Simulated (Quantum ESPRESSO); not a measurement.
**Quick settings and what they miss: HfO2 (Pca2_1, 12 atoms in the cell)**

Self-consistent single point.

```xyz
12
Lattice="5.2960 0.0000 0.0000 0.0000 5.1027 0.0000 0.0000 0.0000 5.1118" Properties=species:S:1:pos:R:3 pbc="T T T"
Hf     0.1589     1.3624     1.2779
Hf     5.1371     3.7403     3.8338
Hf     2.8069     3.7403     1.2779
Hf     2.4891     1.3624     3.8338
O      1.9119     0.3470     0.5418
O      3.3842     4.7557     3.0977
O      4.5599     4.7557     0.5418
O      0.7361     0.3470     3.0977
O      1.2128     2.7402     0.0000
O      4.0832     2.3626     2.5559
O      3.8608     2.3626     0.0000
O      1.4352     2.7402     2.5559
```

Computed with PBE, GBRV 1.5 ultrasoft (PBE) pseudopotentials (plane waves; Quantum ESPRESSO).

Base settings: ecutwfc = 40 Ry; ecutrho = 320 Ry; occupations = smearing; smearing = fd; degauss = 0.0073499 Ry; potentials = {Hf: hf_pbe_v1.uspp.F.UPF, O: o_pbe_v1.2.uspp.F.UPF}; K_POINTS = automatic 3 4 4 0 0 0; conv_thr = 1e-09 Ry; mixing_beta = 0.3.

Tight run (finer mesh or higher cutoff; not a proven limit): ecutwfc: 40 Ry → 56 Ry; ecutrho: 320 Ry → 448 Ry; conv_thr: 1e-09 Ry → 7.3e-11 Ry; K_POINTS: automatic 3 4 4 0 0 0 → automatic 5 6 6 0 0 0. It gave top of the valence band (on the code's own zero) 11.02 eV; gap on the k-point mesh 4.30 eV; pressure -3.95 GPa; largest force (vector length) 0.341 eV/Å.

Quick runs, as changes from the base:
- A: the base itself
- B: ecutwfc: 40 Ry → 20 Ry; ecutrho: 320 Ry → 160 Ry; K_POINTS: automatic 3 4 4 0 0 0 → automatic 4 4 4 0 0 0
- C: ecutwfc: 40 Ry → 32 Ry; ecutrho: 320 Ry → 256 Ry; pseudopotentials: {Hf: hf_pbe_v1.uspp.F.UPF, O: o_pbe_v1.2.uspp.F.UPF} → {Hf: hf_lda_v1.uspp.F.UPF, O: o_lda_v1.2.uspp.F.UPF}; K_POINTS: automatic 3 4 4 0 0 0 → automatic 2 2 2 1 1 1 [LDA (PZ)]
- D: ecutwfc: 40 Ry → 28 Ry; ecutrho: 320 Ry → 224 Ry; degauss: 0.0073499 Ry → 0.019992 Ry; K_POINTS: automatic 3 4 4 0 0 0 → automatic 4 4 4 0 0 0

Dashes: energy of C, another energy zero; gap of C, left out as unsure on this mesh or at this smearing.

Gaps are read on each run's own mesh, which may miss the band edges.

† marks runs with another functional, U, potentials or spin treatment: their distance from the tight run is not a convergence error alone.

The count of work is k-points × plane waves × bands × iterations; it is no time. Core times come from one kind of shared machine and are given to one figure; runs under 30 s give none.

The starting cell was generated: these elements placed on a structure prototype, without a prior relaxation; it need not be a known phase or ordering of this composition. Its lattice was rescaled by a random factor within 2.5 % of one. Spin-orbit coupling is off. In the base run, with a pressure of about -4 GPa the cell is away from its equilibrium volume at this level.

```csv
run,energy less tight (meV/atom),pressure less tight (GPa),largest miss in a force vector (eV/Å),gap on the mesh less tight (eV),count of work / tight,core time / tight (rough)
A,10.2,-0.31,0.004,0.039,0.23,0.2
B,2210.6,-117.91,0.255,-0.025,0.10,0.2
C†,–,-18.20,0.104,–,0.0083,0.08
D,200.4,-15.28,0.022,0.033,0.20,0.3
```

Among the runs at the tight run's level, the energy misses run from 10.2 to 2210.6 meV/atom.

Left out of this page: 2 runs of the series outside the window shown, repeating another row's setting, or not comparable.
